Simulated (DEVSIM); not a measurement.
System: Pt/SiO2/n-Si capacitor, at 300 K.

| layer (left to right) | material | thickness (nm) | Nd (cm⁻³) |
|---|---|---|---|
| 1 | SiO2 | 3.40 | - |
| 2 | Si | 610 | 9e17 |

Metal gate on the left, work function 5.6 eV. Fixed charge at the semiconductor interface -1.4e10 cm⁻² (in units of +e); no interface traps.

This is a model device: material constants are rounded textbook-type values typed into the input, and sizes, dopings and lifetimes were drawn at random. Values at 300 K; Nc and Nv go as T^1.5, mobilities as T to minus their exponent, the gap by Varshni's rule with the affinity fixed.

| parameter | SiO2 | Si |
|---|---|---|
| gap (eV) | 9 | 1.124 |
| affinity (eV) | 0.9 | 4.05 |
| permittivity | 3.9 | 11.7 |
| Nc (cm⁻³) | - | 2.86e19 |
| Nv (cm⁻³) | - | 3.1e19 |
| Varshni α (eV/K) | - | 0.000473 |
| Varshni β (K) | - | 636 |

Simulated with DEVSIM: 1D Poisson equation in equilibrium, Boltzmann statistics, complete ionisation; no quantum confinement or tunnelling. Metal contacts follow the ideal Schottky-Mott rule: no Fermi-level pinning, no interface dipoles.

Base results: threshold voltage (band bending 2φF) (V) 0.00; flat-band voltage (V) 1.46; minimum of the low-frequency capacitance (μF/cm²) 0.240.

Problem. What follows from this one change: gate work function 5.6 → 5.75 eV?

Solution. threshold voltage (band bending 2φF) 0.00 → 0.15 V; flat-band voltage 1.46 → 1.61 V; minimum of the low-frequency capacitance little changed (0.237 μF/cm²).

Problem. What follows from this one change: temperature 300 → 350 K?

Solution. threshold voltage (band bending 2φF) 0.00 → 0.05 V; flat-band voltage 1.46 → 1.44 V; minimum of the low-frequency capacitance 0.240 → 0.246 μF/cm².

Problem. What follows from this one change: fixed charge -1.4e+10 → 1.636e+12 cm^-2?

Solution. threshold voltage (band bending 2φF) 0.00 → -0.26 V; flat-band voltage 1.46 → 1.20 V; minimum of the low-frequency capacitance little changed (0.237 μF/cm²).
